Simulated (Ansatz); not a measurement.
## Amorphous Si12Sb12Te36

It comes from a melt-quench run on a machine-learned potential (CHGNet), relaxed afterwards by DFT. The hot cell started wider than the set density and was brought back towards it in steps. It is the lowest in DFT energy of 3 quenches. It is a model cell: composition and starting density were chosen by hand, and all elements were melted together. The geometry includes D3(BJ) dispersion.

These are PBE-D3(BJ), scalar-relativistic without spin-orbit coupling, PAW (Ansatz default set, large-core Te) (plane waves to 420 eV; Ansatz, a first-principles code) values and carry that method's errors. Geometry, pressure, stress and energy are those of the PBE run. Its sampling: a 2×2×2 Γ-centred mesh; Fermi-Dirac width 0.05 eV; no spin polarisation. The levels at the Fermi energy are partly filled. A closed spacing in one fast-quenched cell at PBE doesn't show the material to be a metal.

| Property | Value |
|---|---|
| Number of atoms in the cell | 60 |
| Density (volume relaxed, with D3(BJ)) | 5.80 g/cm³ |
| Volume per atom | 30.49 Å³ |
| Pressure on a 2×2×2 Γ-centred mesh | 0.25 GPa |
| Largest force and stress component on that mesh (the relaxation ran on one k-point at (1/4, 1/4, 1/4)) | 0.28 eV/Å and 0.3 GPa |
| Gap on a 2×2×2 Γ-centred mesh (PBE) | within the smearing (under twice its width) |

Bonds are counted up to Si-Si 2.64 Å, Si-Sb 3.08 Å, Si-Te 3.04 Å, Sb-Sb 3.34 Å, Sb-Te 3.26 Å, Te-Te 3.31 Å.

```
Property                                                                    Result
-----------------------  ---------------------------------------------------------
Mean coordination of Si                                  4.25 (9 with 4, 3 with 5)
Mean coordination of Sb                        4.42 (2 with 3, 3 with 4, 7 with 5)
Mean coordination of Te  2.83 (1 with 1, 12 with 2, 16 with 3, 6 with 4, 1 with 5)
Mean Sb-Te bond                               3.012 Å (spread 0.121 Å, 45 counted)
Mean Si-Te bond                               2.613 Å (spread 0.102 Å, 29 counted)
```

Its density started from a set value of 5.51 g/cm³. The quench (nominally 79 K/ps over its main leg) was far faster than any real one, so the model tends to hold more defects than a real film. One small periodic cell is one sample of the glass; other quenches scatter about these values. Volume and shape were free in the relaxation. On a 2×2×2 Γ-centred mesh force components of up to 0.28 eV/Å stay, since the relaxation ran on one k-point at (1/4, 1/4, 1/4).
